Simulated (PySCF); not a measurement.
PySCF 2.14.0, BP86/def2-svp, df: Mo(O)2(OH)(SH) ([O]=[Mo](=[O])([OH])[SH]), 7 atoms. The geometry is a generated start, not checked to be a minimum at this level.

- task: energy
- method: bp86
- basis: def2-svp
- two-electron scheme: density fitting
- mol.max_memory: 3000 MB
- mf.max_cycle: 100
- mf.init_guess: minao (default)
- mf.conv_tol: 1e-09 (default)
- mf.grids.level: 3 (default)
- effective core potentials: those of the basis set, past Kr
- basis functions: 101
- grid points: 103184

```xyz
7

Mo     0.4831    -0.0532     0.3418
O      1.4320    -0.9071    -0.6776
O      0.6924    -0.2912     1.9445
O      0.1383     1.5932    -0.1364
H      0.0496     2.5337    -0.3210
S     -1.5324    -1.1965     0.0352
H     -1.2630    -1.6789    -1.1866
```

Charge 0 and multiplicity 1 are set for this test and not shown to be the ground state.

With the defaults (mf.DIIS = CDIIS, mf.diis_space = 8, mf.diis = true, mf.damp = 0, mf.diis_start_cycle = 1, mf.level_shift = 0, mf.diis_damp = 0) it converges in 17 Fock builds. One run each on 2 threads, 1 BLAS thread, with these changes:
- mf.DIIS = EDIIS
- mf.level_shift = 0.1 Hartree
- mf.diis_space = 20
- mf.level_shift = 0.3 Hartree
- mf.diis_space = 3
- mf.diis_damp = 0.3
- mf.damp = 0.7, mf.diis_start_cycle = 8
- mf.damp = 0.3, mf.diis_start_cycle = 4
- mf.diis = false

Q: Name the settings that don't reach the solution of the defaults.

A: No convergence: mf.DIIS = EDIIS; mf.diis_space = 3; mf.diis = false (the run ends without SCF convergence in 100 cycles). The rest reach the solution of the defaults.

| setting | Fock builds | end |
|---|---|---|
| mf.diis_damp = 0.3 | 14 | same solution |
| mf.level_shift = 0.1 Hartree | 16 | same solution |
| the defaults | 17 | same solution |
| mf.diis_space = 20 | 17 | same solution |
| mf.level_shift = 0.3 Hartree | 20 | same solution |
| mf.damp = 0.7, mf.diis_start_cycle = 8 | 21 | same solution |
| mf.damp = 0.3, mf.diis_start_cycle = 4 | 24 | same solution |
| mf.DIIS = EDIIS | 101 | no convergence |
| mf.diis_space = 3 | 101 | no convergence |
| mf.diis = false | 101 | no convergence |
